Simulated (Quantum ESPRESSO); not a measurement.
A self-consistent single point of SrAl2 (Imm2, 6 atoms in the cell) with Quantum ESPRESSO.

Method of the run: PBEsol, SSSP 1.1.2 efficiency (PBE) pseudopotentials (plane waves; Quantum ESPRESSO 7.5).

```
CELL_PARAMETERS angstrom
      2.39199     3.94112     3.93289
     -2.39199     3.94112     3.93289
     -2.39199    -3.94112     3.93289
ATOMIC_POSITIONS crystal
  Sr 0.55669 0.25000 0.30669
  Sr 0.44967 0.75000 0.69967
  Al 0.83937 0.56854 0.27083
  Al 0.16063 0.43146 0.72917
  Al 0.83937 0.93146 0.90791
  Al 0.16063 0.06854 0.09209
```

Reference input (self-consistent single point, DFT, PBEsol, plane waves, SSSP 1.1.2 efficiency (PBE) pseudopotentials): ecutwfc = 40 Ry; ecutrho = 320 Ry; occupations = smearing; smearing = gaussian; degauss = 0.0073499 Ry; input_dft = pbesol; potentials = {Sr: Sr_pbe_v1.uspp.F.UPF, Al: Al.pbe-n-kjpaw_psl.1.0.0.UPF}; K_POINTS = automatic 4 4 4 0 0 0; conv_thr = 1e-10 Ry; mixing_beta = 0.4. This run's input differs from it in these lines:

```diff
@@ -23,3 +23,3 @@
 &ELECTRONS
- conv_thr = 1.0d-10
+ conv_thr = 7.3e-03
  mixing_beta = 0.4
```

Output, abridged:

```
     Self-consistent Calculation

     iteration #  1     ecut=    40.00 Ry     beta= 0.40

     Threshold (ethr) on eigenvalues was too large:
     Diagonalizing with lowered threshold

     negative rho (up, down):  1.272E-01 0.000E+00

     total energy              =    -294.20380747 Ry
     estimated scf accuracy    <       0.18582583 Ry

     iteration #  2     ecut=    40.00 Ry     beta= 0.40

     negative rho (up, down):  1.286E-01 0.000E+00

     total energy              =    -294.22752726 Ry
     estimated scf accuracy    <       0.02294471 Ry

     iteration #  3     ecut=    40.00 Ry     beta= 0.40

     negative rho (up, down):  1.311E-01 0.000E+00
     End of self-consistent calculation

     the Fermi energy is     7.2307 ev

!    total energy              =    -294.23044920 Ry
     estimated scf accuracy    <       0.00432052 Ry
     smearing contrib. (-TS)   =      -0.00056243 Ry
     internal energy E=F+TS    =    -294.22988677 Ry

     convergence has been achieved in   3 iterations

     negative rho (up, down):  1.311E-01 0.000E+00

     Forces acting on atoms (cartesian axes, Ry/au):

     atom    1 type  1   force =     0.00000000    0.00000000    0.00142940
     atom    2 type  1   force =    -0.00000000   -0.00000000   -0.00779478
     atom    3 type  2   force =     0.00000000    0.00158285    0.00134001
     atom    4 type  2   force =     0.00000000   -0.00024895    0.00184268
     atom    5 type  2   force =     0.00000000   -0.00158285    0.00134001
   [... lines left out ...]
     Total force =     0.008850     Total SCF correction =     0.016034
   [... lines left out ...]

     negative rho (up, down):  1.311E-01 0.000E+00
          total   stress  (Ry/bohr**3)                   (kbar)     P=      -10.37
  -0.00005378  -0.00000000  -0.00000000           -7.91       -0.00       -0.00
  -0.00000000  -0.00010796   0.00000000           -0.00      -15.88        0.00
   0.00000000   0.00000000  -0.00004966            0.00        0.00       -7.31

   JOB DONE.
```

The run converged in 3 iterations. Against the reference run the free energy goes up by 1.5 meV/atom, the pressure goes from -0.74 to -1.04 GPa and the largest force moves little (0.206 to 0.200 eV/Å). The full log also holds: “SCF correction compared to forces is large: reduce conv_thr to get better values”.

The starting cell comes from a database of computed structures (which also holds hypothetical and non-ambient phases and stackings), without a prior relaxation at this level. Its lattice was rescaled by up to half a per cent. One atom was moved a little off its site on purpose.

Cost on one core of a shared machine: roughly 50 s.
